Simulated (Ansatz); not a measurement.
System: ScPd3N (model structure, started from the Ni3MgC type, Pm-3m, No. 221, 5 atoms in the cell). Method: r²SCAN (Ansatz, a first-principles code, plane waves, PAW).

Run with plane-wave cutoff 560 eV, 14×14×14 k mesh, Fermi–Dirac smearing 0.05 eV, scalar-relativistic PAW data made under PBE.

Cell (relaxed at this level):

```yaml
crystal:
  lattice:
    - [4.17728, 0.00000, 0.00000]
    - [0.00000, 4.17728, 0.00000]
    - [0.00000, 0.00000, 4.17728]
  atoms:
    - { symbol: Sc, position: [0.00000, 0.00000, 0.00000] }
    - { symbol: Pd, position: [0.00000, 0.50000, 0.50000] }
    - { symbol: Pd, position: [0.50000, 0.00000, 0.50000] }
    - { symbol: Pd, position: [0.50000, 0.50000, 0.00000] }
    - { symbol: N, position: [0.50000, 0.50000, 0.50000] }
```

Q: Predict the bulk modulus B0.

A: 
* **bulk modulus B0**: 173 GPa

The run finds no gap.

Note: the bulk modulus is −V dP/dV from two relaxed cells at ±2 % in volume; the relaxation could raise the start's symmetry but not lower it, so the cell can be a saddle point.

The computed numbers hold no vibrational or temperature effects.

The result took very roughly 5 core-minutes.

A model structure was made by putting elements into a prototype or built by hand; it is no filed structure, need not be a known phase, and can be a saddle point held by its symmetry.
